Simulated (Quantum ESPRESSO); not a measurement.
Troubleshooting Quantum ESPRESSO: a failed run on Zn6Mo (Fm-3m, 7 atoms in the cell). The aim is a self-consistent single point with DFT, LDA (PZ), plane waves, PSlibrary PAW (LDA) pseudopotentials.

This input was run:

```fortran
&CONTROL
  calculation = 'scf',
  prefix = 'scf',
  outdir = './tmp/',
  pseudo_dir = './',
  verbosity = 'high',
  tprnfor = .true.,
  tstress = .true.,
/
&SYSTEM
  ibrav = 2,
  A = 7.6274400000,
  nat = 7,
  ntyp = 2,
  ecutwfc = 55,
  ecutrho = 330,
  occupations = 'smearing',
  smearing = gauss,
  degauss = 0.019992,
/
&ELECTRONS
  conv_thr = 1.0d-9,
  mixing_beta = 0.4,
/
ATOMIC_SPECIES
Zn    65.3800  Zn.pz-dn-kjpaw_psl.1.0.0.UPF
Mo    95.9500  Mo.pz-spn-kjpaw_psl.1.0.0.UPF
ATOMIC_POSITIONS {crystal}
Zn    0.5000000000    0.5000000000    0.0000000000
Zn    0.0000000000    0.0000000000    0.5000000000
Zn    0.0000000000    0.5000000000    0.5000000000
Zn    0.5000000000    0.0000000000    0.0000000000
Zn    0.5000000000    0.0000000000    0.5000000000
Zn    0.0000000000    0.5000000000    0.0000000000
Mo    0.0000000000    0.0000000000    0.0000000000
K_POINTS {automatic}
5 5 5  0 0 0
```

Log, with long lists cut:

```
     This program is part of the open-source Quantum ESPRESSO suite
     for quantum simulation of materials; please cite

 %%%%%%%%%%%%%%%%%%%%%%%%%%%%%%%%%%%%%%%%%%%%%%%%%%%%%%%%%%%%%%%%%%%%%%%%%%%%%%
     Error in routine  read_namelists (1):
      bad line in namelist &system: "  degauss = 0.019992," (error could be in the previous line)
 %%%%%%%%%%%%%%%%%%%%%%%%%%%%%%%%%%%%%%%%%%%%%%%%%%%%%%%%%%%%%%%%%%%%%%%%%%%%%%

     stopping ...
```

Read the log: what does the program object to, and what is the fix?

The fault is a string without quotes in a namelist. Fortran namelists need character values in quotes. To fix it, quote the value. The program stopped before any SCF iteration.

The sound input it was made from differs as follows (other fixes are possible):
```diff
-  smearing = gauss,
+  smearing = 'gauss',
```

With that input, the run converged in 13 iterations: free energy E − TS -24296.9496 eV; Fermi level (on the code's own zero) 10.70 eV; pressure -7.60 GPa (DFT, LDA (PZ), plane waves, PSlibrary PAW (LDA) pseudopotentials).

On the sound input: the starting cell comes from a database of computed structures (which also holds hypothetical and non-ambient phases and stackings), without a prior relaxation at this level. Spin polarisation is off. With a pressure of about -8 GPa the cell is away from its equilibrium volume at this level.
